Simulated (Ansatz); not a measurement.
Consider HfN in the rock salt structure (space group Fm-3m, No. 225; a = 4.548 Å; relaxed with 0.1 eV smearing).

Method: PBE (Ansatz, a program for electronic structure, PAW, scalar-relativistic without spin-orbit coupling).

Before the change:

| Item | Result |
|---|---|
| Pressure | 0.0 GPa |

Modification: every lattice vector is stretched by 2.50 %, atoms relaxed at fixed cell.

**Question.** How does this affect the pressure?

**Answer.** The pressure goes from zero to -16.6 GPa.

**Question.** What does the calculation give for the energy relative to the base after the change?

**Answer.** The energy goes up by 50 meV/atom.

The cells carry an imposed strain or load. Whether these cells are dynamically stable was not tested. All final runs are without spin polarisation. An odd electron count without spin: HfN.
